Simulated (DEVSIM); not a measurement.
Device: Al/La2O3/SiO2/n-Si capacitor, at 400 K.

Layer 1 from the left is La2O3, thickness (nm) 15.0. Layer 2 from the left is SiO2, thickness (nm) 0.730. Layer 3 from the left is Si, thickness (nm) 4500, Nd (cm⁻³) 1.6e16.

Metal gate on the left, work function 4.1 eV. Fixed charge at the semiconductor interface 1.4e11 cm⁻² (in units of +e); no interface traps.

Constants are typed, rounded textbook-type inputs, not results; the design itself was drawn at random and stands for no fabricated device. Values at 300 K; Nc and Nv go as T^1.5, mobilities as T to minus their exponent, the gap by Varshni's rule with the affinity fixed.

La2O3: gap (eV) 5.8, affinity (eV) 1.8, permittivity 27. SiO2: gap (eV) 9, affinity (eV) 0.9, permittivity 3.9. Si: gap (eV) 1.124, affinity (eV) 4.05, permittivity 11.7, Nc (cm⁻³) 2.86e19, Nv (cm⁻³) 3.1e19, Varshni α (eV/K) 0.000473, Varshni β (K) 636.

Model (solved in DEVSIM): 1D Poisson equation in equilibrium, Boltzmann statistics, complete ionisation; no quantum confinement or tunnelling. Metal contacts follow the ideal Schottky-Mott rule: no Fermi-level pinning, no interface dipoles.

Question: What does the simulation give for the minimum of the low-frequency capacitance?

Answer: minimum of the low-frequency capacitance 0.0572 μF/cm².
